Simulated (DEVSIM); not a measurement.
Structure: p-channel Si planar bulk MOSFET with SiON, at 350 K.

| Property | Value |
|---|---|
| Gate length | 40 nm |
| Source drain length | 32 nm |
| Dielectric thickness | 1.4 nm |
| Lateral straggle | 1.7 nm |
| Underlap | 0 nm |
| Junction depth | 21 nm |
| Substrate depth | 160 nm |
| Gate work function | 5.02 eV |
| Source and drain doping | 1.2e20 cm⁻³, Gaussian tails under the gate |
| Body doping | 1.3e18 cm⁻³ |
| Lifetime | 3e-8 s |
| Supply | 0.6 V |
| Back or body bias | 0.5 V |

All mobilities are scaled by 0.15; velocity saturation, μ/(1 + (μE/vsat)^b)^(1/b) with b = 2 for electrons and 1 for holes and E the electric field along each mesh edge, is on. Mobility is μmin + (μ − μmin)/(1 + (N/Nref)^α).

This is a model device: material constants are rounded textbook-type values typed into the input, and sizes, dopings and lifetimes were drawn at random. Values at 300 K; Nc and Nv go as T^1.5, mobilities as T to minus their exponent, the gap by Varshni's rule with the affinity fixed.

Si: gap (eV) 1.124, affinity (eV) 4.05, permittivity 11.7, Nc (cm⁻³) 2.86e19, Nv (cm⁻³) 3.1e19, μn (cm²/Vs) 1417, μp (cm²/Vs) 470, μn,min 52, μp,min 45, Nref,n 9.7e16, Nref,p 2.2e17, αn 0.68, αp 0.72, T exponent of μn 2.3, T exponent of μp 2.2, vsat,n (cm/s) 1e7, vsat,p (cm/s) 8.4e6, Varshni α (eV/K) 0.000473, Varshni β (K) 636. SiON: gap (eV) 7, affinity (eV) 1.4, permittivity 5.5.

DEVSIM, 2D drift-diffusion, Boltzmann statistics, complete ionisation; no quantum confinement, tunnelling, impact ionisation, self-heating, contact resistance or fringe fields beside the gate. Metal contacts follow the ideal Schottky-Mott rule: no Fermi-level pinning, no interface dipoles.

Transfer curves, |Id| in μA/μm:

```tsv
Vg (V)	Vd = -0.05 V	Vd = -0.6 V
0.18	6.743e-5	0.0003771
0.15	0.0001444	0.0007832
0.12	0.0003098	0.001634
0.09	0.0006659	0.003423
0.06	0.001433	0.007190
0.03	0.003083	0.01512
0	0.006628	0.03179
-0.03	0.01422	0.06659
-0.06	0.03035	0.1383
-0.09	0.06423	0.2836
-0.12	0.1338	0.5680
-0.15	0.2715	1.098
-0.18	0.5280	2.021
-0.21	0.9660	3.498
-0.24	1.637	5.663
-0.27	2.554	8.606
-0.3	3.679	12.35
-0.33	4.954	16.90
-0.36	6.319	22.21
-0.39	7.731	28.26
-0.42	9.157	35.01
-0.45	10.58	42.39
-0.48	11.99	50.37
-0.51	13.37	58.92
-0.54	14.72	67.99
-0.57	16.05	77.54
-0.6	17.34	87.52
```

Task: Work out the subthreshold swing at low drain bias from the rows at 0.09 and 0.06 V, and compare it with the thermal limit.

Result: log10(0.001433/0.0006659) = 0.333 over 30.0 mV, so S = 90.1 mV/decade. The limit kT/q ln 10 is 69.4 mV/decade; the ratio is 1.30. This is the steepest step of the table.

Task: Find both thresholds at the constant current 0.1 μA × (1 μm/L) a micrometre, and the DIBL.

Result: The current is 2.50 μA/μm. Interpolating ln Id gives -0.269 V and -0.192 V; their difference over the 0.55 V of drain bias is 140 mV/V.

Source and drain are degenerate, where Boltzmann statistics are only rough. The electric field that drives the saturation includes the junctions' built-in field, which lowers the mobility there even at small currents: subthreshold currents come out too low, a known weakness of this choice.
